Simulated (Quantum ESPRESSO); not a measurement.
# Parameter sweep on SrMg (Amm2, 6 atoms in the cell)

```yaml
crystal:
  lattice:
    - [5.95492, 0.00000, 0.00000]
    - [0.00000, 2.05985, 9.11042]
    - [0.00000, -2.05985, 9.11042]
  atoms:
    - { symbol: Sr, position: [0.00000, 0.02929, 0.02929] }
    - { symbol: Sr, position: [0.00000, 0.34214, 0.34214] }
    - { symbol: Sr, position: [0.50000, 0.19583, 0.19583] }
    - { symbol: Mg, position: [0.00000, 0.68122, 0.68122] }
    - { symbol: Mg, position: [0.50000, 0.89137, 0.89137] }
    - { symbol: Mg, position: [0.50000, 0.52682, 0.52682] }
```

Base run A: PBEsol, GBRV 1.5 ultrasoft (PBESOL) pseudopotentials (Quantum ESPRESSO 7.5), self-consistent single point.

Its settings: ecutwfc = 40 Ry; ecutrho = 200 Ry; occupations = smearing; smearing = mp; degauss = 0.019992 Ry; potentials = {Sr: sr_pbesol_v1.uspp.F.UPF, Mg: mg_pbesol_v1.4.uspp.F.UPF}; K_POINTS = automatic 3 5 5 0 0 0; conv_thr = 1e-09 Ry; mixing_beta = 0.7.

The starting cell comes from a database of computed structures (which also holds hypothetical and non-ambient phases and stackings), without a prior relaxation at this level. Without a gap this mesh is coarse (it stands for a supercell whose shortest vector is 18 Å).

ΔF is the free energy per atom less that of run A. 

Run A gave: pressure (GPa) -0.83; largest force (eV/Å) 0.090; TS (meV/atom) -3.5; k-points 18.

Runs:
- B: degauss, K_POINTS = 0.002205 Ry, automatic 3 4 4 0 0 0
- C: degauss, K_POINTS = 0.0073499 Ry, automatic 3 4 4 0 0 0
- D: degauss, K_POINTS = 0.02205 Ry, automatic 3 4 4 0 0 0
- E: degauss, K_POINTS = 0.002205 Ry, automatic 3 5 5 0 0 0
- F: degauss, K_POINTS = 0.0073499 Ry, automatic 3 5 5 0 0 0
- G: degauss, K_POINTS = 0.02205 Ry, automatic 3 5 5 0 0 0
- H: degauss, K_POINTS = 0.002205 Ry, automatic 4 5 5 0 0 0
- I: degauss, K_POINTS = 0.0073499 Ry, automatic 4 5 5 0 0 0
- J: degauss, K_POINTS = 0.02205 Ry, automatic 4 5 5 0 0 0
- K: degauss, K_POINTS = 0.002205 Ry, automatic 4 6 6 0 0 0
- L: degauss, K_POINTS = 0.0073499 Ry, automatic 4 6 6 0 0 0
- M: degauss, K_POINTS = 0.02205 Ry, automatic 4 6 6 0 0 0

Task: What does run M change against A?

Result: The free energy rises by 2.4 meV/atom, the pressure stays near -0.81 GPa while the yy stress (positive for compression) goes from -1.28 to -0.55 GPa and the largest force goes from 0.090 to 0.068 eV/Å.

```tsv
run	ΔF (meV/atom)	pressure (GPa)	largest force (eV/Å)	TS (meV/atom)	k-points
A	0.00	-0.83	0.090	-3.5	18
B	28.6	-0.75	0.138	0.0	14
C	28.5	-0.75	0.155	0.5	14
D	28.6	-0.77	0.158	-0.2	14
E	-2.4	-0.83	0.088	0.0	18
F	-2.2	-0.81	0.078	-0.6	18
G	0.33	-0.83	0.093	-3.2	18
H	-6.3	-0.80	0.086	0.0	27
I	-6.2	-0.79	0.091	-0.2	27
J	-4.2	-0.79	0.098	-3.3	27
K	3.4	-0.85	0.078	0.1	39
L	3.1	-0.84	0.072	0.2	39
M	2.4	-0.81	0.068	1.9	39
```
